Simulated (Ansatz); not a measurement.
Start from PbF2 in the fluorite structure (space group Fm-3m, No. 225; a = 5.899 Å).

The values are results of PBEsol (Ansatz, a program for electronic structure, PAW, without spin-orbit coupling), not measurements.

Strains are applied to the cell and any free atomic positions relax.

One change was made to it. Results:

```tsv
quantity	base	after
energy relative to the base (free energy F)	0 meV/atom	+21 meV/atom
pressure	-0.01 GPa	-4.74 GPa
```

**Question.** Which of these changes matches the shifts?
A. isotropic strain −3.00 %
B. isotropic strain −1.50 %
C. isotropic strain +0.50 %
D. isotropic strain +2.50 %
E. isotropic strain +1.50 %

**Answer.** D, isotropic strain +2.50 %. For comparison, the energy relative to the base in the other runs: isotropic strain −1.50 % gives +8.7 meV/atom; isotropic strain +0.50 % gives +0.9 meV/atom; isotropic strain +1.50 % gives +7.8 meV/atom; isotropic strain −3.00 % gives +37 meV/atom.

Whether these cells are dynamically stable was not tested.
